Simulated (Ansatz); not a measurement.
**HfS2 under a change: uniaxial strain ε_xx = −1.50 %**

The reference is HfS$_{2}$ in the CdI2 type structure (space group P-3m1, No. 164; a = 3.547 Å, c = 5.577 Å; layered, stacked along the Cartesian z axis). Axes: x lies along a and z along c of the hexagonal cell.

Perturbation: the cell is compressed by 1.50 % along x with no lateral relaxation, atoms relaxed at fixed cell.

The values are results of PBEsol-D3(BJ) (Ansatz, an electronic-structure program, PAW, no SOC), not measurements. Γ-centred 11×11×6 mesh, Fermi–Dirac width 0.05 eV.

The volume per atom shrinks by 0.30 Å³, from 20.26 Å³ to 19.96 Å³ and the space group becomes C2/m (No. 12) (base: P-3m1 (No. 164)). The shortest interatomic distance drops by 0.009 Å to 2.507 Å and the energy goes up by 2.3 meV/atom. The pressure (mean of the normal stresses, compression positive) increases by 0.99 GPa to 1.00 GPa and the band gap falls by 0.113 eV to 0.33 eV. The gap character amounts to indirect, Γ → M₂ and the smallest direct gap falls by 0.10 eV to 1.40 eV. The valence-band top at Γ (three highest levels, from the VBM) goes from 0.00, -0.29, -0.29 eV to 0.00, -0.19, -0.29 eV and the largest internal atomic displacement amounts to 0.014 Å. The stress (xx, yy, zz, yz, xz, xy; compression positive) comes out as (2.41, 0.42, 0.16, 0.08, 0.00, 0.00) GPa.

Final structure:

```xyz
3
Lattice="3.4943 0.0000 0.0000 -1.7471 3.0722 0.0000 0.0000 0.0000 5.5768" Properties=species:S:1:pos:R:3 pbc="T T T"
Hf     0.0000     0.0000     0.0000
S      1.7471     1.0317     1.4722
S      0.0000     2.0405     4.1047
```

Cost of the whole job for the changed cell (relaxation, final SCF and bands): very roughly 70 core-seconds.

Spin-orbit coupling, missing from the scalar runs, can matter with Hf. Stability against distortions was not tested. Labels are those of the standard path for the cell's own space group.
